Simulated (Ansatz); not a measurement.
Structure of amorphous In18Ga18Zn18O70 (periodic cell):

```xyz
124
Lattice="11.7235 -0.0989 -0.2449 -0.0989 11.5986 -0.1131 -0.2449 -0.1131 11.6147" Properties=species:S:1:pos:R:3 pbc="T T T"
In     5.8802     3.4551     4.1465
In     7.4431     7.5679    10.7944
In     2.7561     7.3867     0.5726
In     5.9244     9.2554     7.4694
In     3.0545     4.8124     6.4214
In     9.0770     6.9506     7.6745
In     5.6695    10.0613     0.6490
In     5.7990     6.6097     5.4362
In     8.9544     8.4230     2.0583
In     9.2818    11.4329     0.9055
In     6.7069    10.2317     3.9066
In     2.2218     7.7643     6.3607
In    11.3881     3.6184     8.6196
In     0.8314     6.7637     9.2661
In     2.1764    10.6068     0.3979
In     0.9512     1.1540     1.7669
In     2.1107    10.6369     8.5019
In     1.3527    11.0656     5.2289
Ga     7.6059     4.2195     1.3049
Ga     8.6929     5.3877     4.0785
Ga    11.2230     5.4495     6.1932
Ga     8.1466     1.7372     3.5306
Ga    10.6786     9.6349     7.8547
Ga     0.2360     2.8768     5.0951
Ga     8.9107     3.3341     6.4462
Ga    11.1799     6.3477     0.6115
Ga     3.8130     8.3169     9.5648
Ga     8.2387    10.9695     9.5559
Ga     3.3081     1.7084    11.3145
Ga     1.4388     4.2448     0.1522
Ga     4.6240     0.4375     6.1063
Ga     4.1283     0.4365     2.9394
Ga     7.7791     4.2507     9.4590
Ga    10.1358     8.5095     4.8266
Ga     6.0481     6.9390     2.4002
Ga     0.5230     6.3657     4.0565
Zn     0.3309     9.1719     2.5710
Zn     5.5490     3.3759     7.6390
Zn     5.1449     0.2040     9.1457
Zn     5.9342     6.3556     8.3989
Zn    -0.1637     0.5300    10.2552
Zn    10.9146     0.8271     7.1339
Zn     2.8262     2.5571     3.9739
Zn     3.7947     4.6869     9.7706
Zn     2.4245     1.9841     8.0968
Zn    10.4119     8.7201    10.8530
Zn     9.3773     2.3160    10.9913
Zn     4.5618     4.3140     1.1070
Zn     7.4566     0.6382     6.7770
Zn    10.8352     3.7618     2.3200
Zn    10.1186    11.3807     4.0108
Zn     3.5732     8.8530     3.3844
Zn     3.2246     5.5647     3.0362
Zn     6.6402     1.2333     0.6170
O      9.5494     8.7946     6.5807
O      2.3186     6.1853     4.5750
O      1.3819     5.8769     7.1773
O      4.1700     9.9617     8.4987
O      5.7672     4.6784     9.2248
O      2.0151     3.1240     5.6147
O      9.2009     5.4436     5.9318
O      0.5575     2.7094     3.1419
O      5.1224     4.4514     5.8407
O      6.9152     8.2110     1.1547
O      5.5847     1.3409     7.4562
O     10.8081     5.7068     8.0631
O      9.5519     3.3788     9.4423
O      9.3073     7.1664     3.7123
O      8.2107     0.7096    10.9841
O      9.9659    11.1628     8.7295
O      6.0845     8.1329     3.9402
O      3.5694     9.1245    11.3401
O      7.2838    11.0926     1.7146
O      7.4168     0.5322     4.7193
O     11.5696     0.9049     5.1728
O      1.8767     2.4563     0.3184
O     10.5354     9.6948     1.1200
O      8.8525     9.7702     3.8114
O      7.5465     3.7498     7.6270
O      4.1812     6.8876     6.8044
O     -0.1045     7.3567     5.5624
O      6.9762     7.4215     7.0120
O      6.1977     5.4496     1.1762
O      0.3666    10.5827     7.2188
O      4.4133     1.0401     1.2137
O      9.5353     7.1919     0.3610
O      7.1037    10.8683     8.1209
O      9.7046     1.1211     2.7460
O      2.8516     0.3591     6.7940
O      4.7866    10.3336     2.6969
O      8.1141     3.3089     4.6467
O      0.4800     1.7314     8.7151
O      3.2048     0.8261     9.6547
O      5.6533    11.4150    10.8031
O      6.7571     5.5587     3.8035
O      8.0714     6.1670     9.3796
O      2.1140     9.0368     1.8718
O     11.3497     4.6831     4.2421
O      0.4267     7.2764    11.3530
O      4.0871     3.7964     3.0106
O      4.1583     7.2004     2.3198
O      0.1117     7.1478     2.4750
O      2.5682     9.2971     4.9976
O      2.0754     8.3875     8.4593
O      4.2220     3.2753    11.0940
O     11.4309     4.5126     0.5673
O      5.7279     8.0261     9.4878
O      4.7262     1.4718     4.4670
O      0.8225    10.4872    10.2057
O     10.9889     1.1333     0.1201
O      1.1818     4.6398     9.9783
O     10.9766     3.4732     6.4527
O      5.4588    10.4150     5.7385
O      9.0959     4.6305     2.3586
O      7.7194     3.4837    11.2474
O      3.1777     6.6013    10.1940
O      6.9704     2.5634     2.1933
O      2.6366     5.3009     1.1235
O      2.3465     0.5769     3.5731
O      3.4767     3.5968     8.1016
O      9.1517     1.4974     6.7487
O     11.4440     9.8094     4.0415
O      8.4394     9.4472    10.6277
O     10.6623     8.1815     8.9894
```

The numbers are results of PBE, scalar-relativistic without spin-orbit coupling (plane waves to 420 eV, PAW; Ansatz, a first-principles code), not measurements. The usual formal charges leave 4 electrons over, so the level spacing at the Fermi energy parts defect or band states and needn't be the band gap.

A CHGNet melt-quench gave the starting glass, which DFT then relaxed. O atoms were pushed apart under 1.9 Å during the dynamics, to hinder bonds among them. The hot cell started wider than the set density and was brought back towards it in steps. It is the lowest in DFT energy of 4 quenches. It is a model cell: composition and starting density were chosen by hand, and all elements were melted together. No dispersion term was used. Its density started from a set value of 5.91 and ended at 5.91 g/cm³. Cooling (nominally 84 K/ps over its main leg) ran many orders faster than in experiment, which tends to leave more defects and strain. One small periodic cell is one sample of the glass; other quenches scatter about these values. The volume was held where the preparation left it and the shape relaxed, at a PBE pressure of 1.4 GPa. Stress components on the final sampling reach 1.4 GPa. On a 2×2×2 Γ-centred mesh force components of up to 0.15 eV/Å stay, since the relaxation ran on the zone centre alone.

Bonds are counted up to In-In 3.12 Å, In-Ga 2.90 Å, In-Zn 2.90 Å, In-O 2.64 Å, Ga-Ga 2.68 Å, Ga-Zn 2.68 Å, Ga-O 2.36 Å, Zn-Zn 2.68 Å, Zn-O 2.54 Å, O-O 1.58 Å. Two cations that share two anions don't count as bonded, nor two that share one unless they lie closer than In-In 3.04 Å, In-Ga 2.82 Å, In-Zn 2.82 Å, Ga-Ga 2.61 Å, Ga-Zn 2.61 Å, Zn-Zn 2.61 Å.

### Question
Give the coordination numbers, mean bond lengths and angles.

### Answer

* **Mean coordination of In by anions**: 5.39 (1 with 3, 1 with 4, 7 with 5, 8 with 6, 1 with 7); 2 close contacts or bonds to cations besides
* **Mean coordination of Ga by anions**: 4.50 (10 with 4, 7 with 5, 1 with 6)
* **Mean coordination of Zn by anions**: 4.39 (11 with 4, 7 with 5)
* **Mean coordination of O**: 3.67 (23 with 3, 47 with 4)
* **Mean In-O bond**: 2.219 Å (spread 0.095 Å, 97 counted)
* **Mean Ga-O bond**: 1.935 Å (spread 0.083 Å, 81 counted)
* **Mean Zn-O bond**: 2.068 Å (spread 0.131 Å, 79 counted)
* **Mean In-In close contact**: 2.817 Å (spread 0.000 Å, 1 counted)
* **Bond angle at In**: mean 104.7°, spread 28.4°
* **Bond angle at Ga**: mean 107.6°, spread 21.1°
* **Bond angle at Zn**: mean 106.8°, spread 23.7°
* **Bond angle at O**: mean 110.1°, spread 16.1°

### Question
List the pairs of like atoms that count as bonded by the rules above.

### Answer
In15-In16 (2.82 Å).
